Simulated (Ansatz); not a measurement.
Defect: interstitial Li in polar orthorhombic HfO2, charge state +1. All values below come from PBE, PAW (plane waves to 420 eV; Ansatz, an electronic-structure program).

Cell of 96 host sites held at the relaxed PBE lattice; the Γ point alone; Fermi-Dirac width 0.01 eV, spin-restricted; finite-size errors left in. No zero-point or tunnelling terms. Spin-orbit coupling is left out. The host's phase is taken as given; its stability against other phases was not computed. The charge state is imposed; whether it is stable for some Fermi level was not computed. Sites that were not tried may lie lower.

Barriers: single points on a 2×2×2 k-point mesh shifted by half a step at the bands' geometries.

The step: one Li atom jumps by itself; the atom moves 2.93 Å along (-0.27, 0.00, 0.50) of the unit cell; the moving atom starts with neighbours O at 1.77, O at 1.93, O at 1.94, O at 2.01, O at 2.12 Å and ends with O at 1.77, O at 1.93, O at 1.94, O at 2.01, O at 2.12 Å.

Predict the migration barrier of this step from PBE, PAW.

1.09 eV, the same both ways. At the saddle the moving atom has neighbours O at 1.66, O at 1.71, O at 1.73 Å. The program found a first-order saddle point.
